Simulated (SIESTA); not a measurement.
Band structure of AgBr (Fm-3m, 2 atoms in the cell).

```
AgBr
1.0
    0.00000     2.91965     2.91965
    2.91965     0.00000     2.91965
    2.91965     2.91965     0.00000
Ag Br
1 1
Direct
  0.00000   0.00000   0.00000
  0.50000   0.50000   0.50000
```

Method of the run: GGA PBE, numerical atomic orbitals DZP, PseudoDojo PBE standard norm-conserving potentials (rewritten from UPF to PSML) (SIESTA).

Settings: XC.functional = GGA; XC.authors = PBE; potentials = PseudoDojo PBE standard; PAO.BasisSize = DZP; PAO.EnergyShift = 0.01 Ry; MeshCutoff = 400 Ry; kgrid.MonkhorstPack = 8 8 8; OccupationFunction = FD; ElectronicTemperature = 10 K; MaxSCFIterations = 150; SCF.Mixer.Method = Pulay; SCF.Mixer.Weight = 0.2; SCF.Mixer.History = 8; SCF.DM.Tolerance = 1.0E-04.

The starting cell comes from a database of computed structures (which also holds hypothetical and non-ambient phases and stackings), without a prior relaxation at this level. Its lattice was rescaled by a random factor within 2.5 % of one. Values carry the incompleteness of an atom-centred basis.

Problem. Predict the gap along the standard path and the places of the band edges.

Solution. The gap along the path is 0.92 eV, from L to Γ; the smallest direct gap on it is 2.84 eV.

Levels in eV from the top of the valence band on the path, bands 10 to 14:
```csv
point,10,11,12,13,14
Γ,-2.32,-1.93,-1.93,-1.93,0.92
X,-2.29,-2.04,-2.04,-1.96,1.83
W,-2.04,-1.92,-1.92,-1.33,3.83
K,-2.06,-1.88,-1.72,-1.09,3.13
L,-2.09,-1.77,0.00,0.00,4.02
U,-2.06,-1.88,-1.72,-1.09,3.13
```

Higher empty bands are left out: an atom-centred basis made for the valence describes them poorly.
